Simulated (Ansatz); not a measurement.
Input and output of a self-consistent single point for LaSi₂Ag₂ (I4mm, 5 atoms in the cell) (Ansatz, a quantum-chemistry and plane-wave program).

Level of theory: LDA (PW92), default PAW files made with PBE (plane waves; Ansatz).

The change in words: lattice scaled by 0.98. Reference geometry:
```
La(SiAg)2
1.0
   -2.16323     2.16323     5.35603
    2.16323    -2.16323     5.35603
    2.16323     2.16323    -5.35603
La Si Ag
1 2 2
Direct
  0.00467   0.00467   0.00000
  0.60961   0.60961   0.00000
  0.39039   0.39039   0.00000
  0.25000   0.75000   0.50000
  0.75000   0.25000   0.50000
```

Reference input (self-consistent single point, DFT, LDA (PW92), plane waves, default PAW files made with PBE): basis.ecutwfc = 420 eV; kpoints.mp_grid.grid = 9 9 9; hamiltonian.xc = lda; hamiltonian.pseudopotentials = {kind: paw} (the program's default PAW files); scf.occupations.method = fermi_dirac; scf.occupations.width = 0.1 eV. This run's input differs from it in these lines:

```diff
@@ -2,5 +2,5 @@
   lattice:
-    - [-2.16322700, 2.16322700, 5.35602700]
-    - [2.16322700, -2.16322700, 5.35602700]
-    - [2.16322700, 2.16322700, -5.35602700]
+    - [-2.11996200, 2.11996200, 5.24890600]
+    - [2.11996200, -2.11996200, 5.24890600]
+    - [2.11996200, 2.11996200, -5.24890600]
   atoms:
```

Output (repeated stretches shortened):

```
SCF iter   1: F=—  HF=-22212.459256 eV  |F-HF|=—  |Δ(HF+E_count)|=         —  Δρ=7.72e-3  dr2=4.53e-2  ethr=1.77e-3  ⟨swp⟩=5.9  Hψ=10113  notcnv=0
all-band conjugate gradients solve this SCF's bands
preconditioner: auto → Kerker (q_TF=auto, 2.508 Å⁻¹)
SCF iter   2: F=—  HF=-22212.449768 eV  |F-HF|=—  |Δ(HF+E_count)|=   9.49e-3  Δρ=3.12e-3  dr2=1.10e-2  ethr=7.94e-5  ⟨swp⟩=2.3  Hψ=5371  notcnv=0
SCF iter   3: F=—  HF=-22212.447736 eV  |F-HF|=—  |Δ(HF+E_count)|=   2.03e-3  Δρ=1.50e-3  dr2=3.96e-3  ethr=1.93e-5  ⟨swp⟩=1.4  Hψ=2660  notcnv=0
SCF iter   4: F=—  HF=-22212.446673 eV  |F-HF|=—  |Δ(HF+E_count)|=   1.06e-3  Δρ=2.81e-4  dr2=1.30e-4  ethr=6.95e-6  ⟨swp⟩=2.0  Hψ=3845  notcnv=0
SCF iter   5: F=—  HF=-22212.446639 eV  |F-HF|=—  |Δ(HF+E_count)|=   3.36e-5  Δρ=1.03e-4  dr2=1.16e-5  ethr=2.28e-7  ⟨swp⟩=2.0  Hψ=4704  notcnv=0
SCF iter   6: F=—  HF=-22212.446647 eV  |F-HF|=—  |Δ(HF+E_count)|=   7.85e-6  Δρ=2.86e-5  dr2=7.48e-7  ethr=2.04e-8  ⟨swp⟩=2.3  Hψ=4373  notcnv=0
SCF iter   7: F=-22212.446647 eV  HF=-22212.446647 eV  |F-HF|=3.36e-8  |Δ(HF+E_count)|=   1.25e-7  Δρ=7.00e-6  dr2=5.33e-8  ethr=1.75e-10  ⟨swp⟩=7.6  Hψ=12506  notcnv=0
SCF 1 converged in 7 iterations: F = -22212.446647 eV  dr2 = 5.33e-8
Free energy (F): -22212.446647 eV
Internal energy: -22212.404907 eV  (E = F + TS)
E sigma→0 (E₀):  -22212.425777 eV
Entropy (-TS):   -0.041740 eV (-8.348 meV/atom)
Fermi energy:    13.739756 eV
--- Forces (eV/Å), atoms counted from 1 ---
  atom   1  La     0.00000000     0.00000000    -0.27786409
  atom   2  Si     0.00000000    -0.00000000     0.43917856
  atom   3  Si    -0.00000000     0.00000000    -0.38522108
  atom   4  Ag    -0.00000000    -0.00000000     0.11194587
  atom   5  Ag     0.00000000     0.00000000     0.11194587
--- Stress (GPa, compression-positive) ---
       -1.620711       0.000000      -0.000000
        0.000000      -1.620711       0.000000
        0.000000       0.000000      -1.298911
  P = ⅓ Tr σ = -1.5134 GPa (-15.134 kbar)
  The stress holds the Pulay correction. Without it, at fixed plane waves, as pw.x and ABINIT print it: P = -1.5396 GPa
```

The run converged in 7 iterations. Against the reference run the free energy falls by 32.8 meV/atom, the pressure goes from -7.07 to -1.51 GPa and the largest force goes from 0.371 to 0.439 eV/Å.

The starting cell comes from a database of computed structures (which also holds hypothetical and non-ambient phases and stackings), without a prior relaxation at this level. Its lattice was rescaled by up to half a per cent. One atom was moved a little off its site on purpose. For this run, on top of that: lattice scaled by 0.98. Ansatz's pressure includes its estimate of the finite-basis (Pulay) stress.

Keys are those of Ansatz 0.2.
